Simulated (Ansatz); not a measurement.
Base system: Te (space group P3_121, No. 152; a = 4.6241 Å, c = 5.9034 Å; made of chains).

Structures relaxed with DFT with r2SCAN, PAW potentials and a 500 eV plane-wave cutoff in Ansatz (a program for electronic structure), without spin-orbit coupling.

Base:

Simulated powder pattern, Cu Kα, λ = 1.54184 Å (kinematic, ideal powder, no thermal factors, no anomalous dispersion; the 10 strongest lines at most, above 2 %, up to 2θ = 90°):

| 2θ (°) | I/Imax (%) | hkl |
|---|---|---|
| 22.20 | 18 | (100) |
| 26.90 | 100 | (101) |
| 37.87 | 40 | (012) |
| 38.95 | 24 | (110) |
| 41.97 | 14 | (111) |
| 47.98 | 20 | (021) |
| 55.45 | 13 | (202) |
| 61.24 | 11 | (210) |
| 61.92 | 12 | (113) |
| 79.97 | 11 | (213) |

Perturbation: Pt takes the place of Te on all its sites; the structure is relaxed again.

After the change:

Simulated powder pattern, Cu Kα, λ = 1.54184 Å (kinematic, ideal powder, no thermal factors, no anomalous dispersion; the 10 strongest lines at most, above 2 %, up to 2θ = 90°):

```tsv
2θ (°)	I/Imax (%)	hkl
34.45	100	(100)
49.51	73	(110)
61.71	26	(111)
72.63	12	(200)
82.92	35	(210)
```

The indices refer to each structure's own conventional cell; one index is shown for lines that coincide. The space group is now Pm-3m (No. 221).

Stability against distortions was not tested. As relaxed here, Pt is a hypothetical phase, not in the database extracts checked. All final runs are without spin polarisation. No dispersion term is included, though the crystal is made of layers, chains or molecules, so its spacings can come out too wide.
